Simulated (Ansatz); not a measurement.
A self-consistent single point of SiC (F-43m, 2 atoms in the cell) with Ansatz (a program for electronic structure).

Method: LDA (PW92), default PAW files made with PBE (plane waves; Ansatz).

```
CELL_PARAMETERS angstrom
      0.00000     2.18000     2.18000
      2.18000     0.00000     2.18000
      2.18000     2.18000     0.00000
ATOMIC_POSITIONS crystal
  Si 0.00000 0.00000 0.00000
  C  0.25000 0.25000 0.25000
```

Reference input (self-consistent single point, DFT, PBE, plane waves, default PAW files): kpoints.mp_grid.grid = 10 10 10; hamiltonian.xc = pbe; hamiltonian.pseudopotentials = {kind: paw} (the program's default PAW files); scf.occupations.method = fermi_dirac; scf.occupations.width = 0.02 eV. This run's input differs from it in these lines:

Ansatz 0.2 input:
```diff
@@ -11,3 +11,3 @@
 hamiltonian:
-  xc: pbe
+  xc: lda
   pseudopotentials: { kind: paw }
```

Log, with long lists cut:

```
SCF iter   1: F=—  HF=-852.197844 eV  |F-HF|=—  |Δ(HF+E_count)|=         —  Δρ=7.67e-3  dr2=1.27e-2  ethr=1.77e-3  ⟨swp⟩=6.2  Hψ=3179  notcnv=0
all-band conjugate gradients solve this SCF's bands
preconditioner: auto → none
SCF iter   2: F=—  HF=-852.194434 eV  |F-HF|=—  |Δ(HF+E_count)|=   3.41e-3  Δρ=3.55e-3  dr2=1.31e-3  ethr=1.59e-4  ⟨swp⟩=2.3  Hψ=974  notcnv=0
SCF iter   3: F=—  HF=-852.194083 eV  |F-HF|=—  |Δ(HF+E_count)|=   3.51e-4  Δρ=1.48e-3  dr2=1.79e-4  ethr=1.63e-5  ⟨swp⟩=2.4  Hψ=697  notcnv=0
SCF iter   4: F=—  HF=-852.194039 eV  |F-HF|=—  |Δ(HF+E_count)|=   4.38e-5  Δρ=2.37e-4  dr2=5.13e-6  ethr=2.24e-6  ⟨swp⟩=1.0  Hψ=376  notcnv=0
SCF iter   5: F=—  HF=-852.194038 eV  |F-HF|=—  |Δ(HF+E_count)|=   6.32e-7  Δρ=1.09e-5  dr2=1.03e-8  ethr=6.42e-8  ⟨swp⟩=1.8  Hψ=491  notcnv=0
SCF iter   6: F=-852.194039 eV  HF=-852.194039 eV  |F-HF|=5.83e-11  |Δ(HF+E_count)|=   5.26e-9  Δρ=1.64e-6  dr2=2.14e-10  ethr=1.29e-10  ⟨swp⟩=1.8  Hψ=1212  notcnv=0
SCF 1 converged in 6 iterations: F = -852.194039 eV  dr2 = 2.14e-10
Free energy (F): -852.194039 eV
Internal energy: -852.194039 eV  (E = F + TS)
E sigma→0 (E₀):  -852.194039 eV
Fermi energy:    9.886624 eV
--- Forces (eV/Å), atoms counted from 1 ---
  atom   1  Si     0.00000000    -0.00000000    -0.00000000
  atom   2  C     -0.00000000     0.00000000    -0.00000000
--- Stress (GPa, compression-positive) ---
       -4.714850       0.000000      -0.000000
       -0.000000      -4.714850       0.000000
       -0.000000       0.000000      -4.714850
  P = ⅓ Tr σ = -4.7149 GPa (-47.149 kbar)
  The stress holds the Pulay correction. Without it, at fixed plane waves, as pw.x and ABINIT print it: P = -5.1089 GPa
```

The run converged in 6 iterations. Against the reference run the pressure goes from 2.96 to -4.71 GPa and the gap on the mesh goes from 1.361 to 1.318 eV.

The starting cell has typed, rounded lattice constants, without a prior relaxation at this level. With a pressure of about -5 GPa the cell is away from its equilibrium volume at this level. Ansatz's pressure includes its estimate of the finite-basis (Pulay) stress.
